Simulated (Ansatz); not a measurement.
Data:

End structure of a constructed model of the (000-1) surface of 4H silicon carbide, C-terminated, (√3x√3)R30° Bi adatom at T4 (bottom of the slab: 3 H on 3 bottom sites):

```
CELL_PARAMETERS angstrom
      4.64113     2.67956     0.00000
     -4.64113     2.67956     0.00000
      0.00000     0.00000    28.00000
ATOMIC_POSITIONS crystal
  Si 0.00000 0.33333 0.34272
  Si 0.33333 0.00000 0.34272
  Si 0.66667 0.66667 0.34272
  C  0.00000 0.00000 0.36537
  C  0.33333 0.66667 0.36537
  C  0.66667 0.33333 0.36537
  Si 0.00000 0.00000 0.43352
  Si 0.33333 0.66667 0.43276
  Si 0.66667 0.33333 0.43276
  C  0.00000 0.66351 0.45552
  C  0.33649 0.33649 0.45552
  C  0.66351 0.00000 0.45552
  Si 0.00000 0.66092 0.52350
  Si 0.33908 0.33908 0.52350
  Si 0.66092 0.00000 0.52350
  C  0.00000 0.00000 0.54116
  C  0.33333 0.66667 0.54864
  C  0.66667 0.33333 0.54864
  Si 0.00000 0.00000 0.60568
  Si 0.33333 0.66667 0.61927
  Si 0.66667 0.33333 0.61927
  C  0.00000 0.31425 0.63644
  C  0.31425 0.00000 0.63644
  C  0.68575 0.68575 0.63644
  H  0.00000 0.33298 0.28915
  H  0.33298 0.00000 0.28915
  H  0.66702 0.66702 0.28915
  Bi 0.00000 0.00000 0.69879
```

Model: 28-atom slab, 11.8 Å thick at the start with caps and adatoms (thin: gaps and levels are the slab's own), 6x6x1 mesh, Fermi-Dirac 0.025 eV, dipole correction, single point; on the structure that PBE left under its start's symmetry; no spin, no spin-orbit, no U. In PBE it is, or lies within 0.01 eV a 1x1 cell of, the lowest of the 2 structures of its composition computed so far; subsurface sites and larger cells were not tried.

Problem. Predict the highest filled level below the top vacuum level from r2SCAN, at the PBE geometry in Ansatz (an electronic-structure program).

Solution. 3.80 eV

Problem. What is the computed gap of the slab on its k-mesh (r2SCAN, at the PBE geometry)?

Solution. 2.22 eV
